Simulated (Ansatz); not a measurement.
# TiS2, thickness series

The reference is TiS2 in the CdI2 type structure (space group P-3m1, No. 164; a = 3.3606 Å, c = 5.5224 Å; layered, stacked along the Cartesian z axis).

Free-standing slabs (3 atom(s) a layer) normal to the stacking axis with 15 Å of vacuum; in-plane cell relaxed.

All numbers come from plane-wave PAW DFT at the PBE-D3(BJ) level (Ansatz, an electronic-structure program, 420 eV), without spin-orbit coupling.

Notes on the quantities. excess energy per area of both faces: slab less bulk energy over the cell's area: twice a surface energy; uncertain by up to 0.1 J/m².

```csv
case,in-plane lattice parameter a,thickness between the outermost nuclei,excess energy per area of both faces,shortest interatomic distance
base,3.361 Å,–,–,2.409 Å
1 layer,3.372 Å,2.86 Å,0.53 J/m²,2.415 Å
2 layers,3.366 Å,8.44 Å,0.6 J/m²,2.410 Å
3 layers,3.363 Å,13.99 Å,0.6 J/m²,2.409 Å
```

The excess energy carries the mismatch between the slab's and the bulk's meshes. Whether these cells are dynamically stable was not tested. The base started in P3m1 and relaxed to P-3m1 at this level. The final runs are not spin-polarised.
